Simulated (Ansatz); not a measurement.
Base system: TiO$_{2}$ in the anatase structure (space group I4_1/amd, No. 141).

```xyz
6
Lattice="-1.8994 1.8994 4.8504 1.8994 -1.8994 4.8504 1.8994 1.8994 -4.8504" Properties=species:S:1:pos:R:3 pbc="T T T"
Ti     0.0000     1.8994     2.4252
Ti     0.0000     0.0000     0.0000
O      0.0000     1.8994     0.4224
O      0.0000     0.0000     7.6979
O      0.0000     0.0000     2.0028
O      0.0000     1.8994     4.4279
```

Level of theory: Ansatz (a program for electronic structure) PBE, without spin-orbit coupling.

```
level  band gap
-----  --------
PBE     2.13 eV
```

Measured: band gap 3.42 eV (0 K or low temperature; as listed in Wei Kang, Mark S. Hybertsen, Physical Review B (2010)).

Computed minus measured — band gap: PBE -1.29 eV. Measured values not marked as corrected hold thermal and zero-point effects that the static-lattice runs lack. A measured gap can be an optical one, lowered by exciton binding.

Whether these cells are dynamically stable was not tested. The final runs are not spin-polarised.
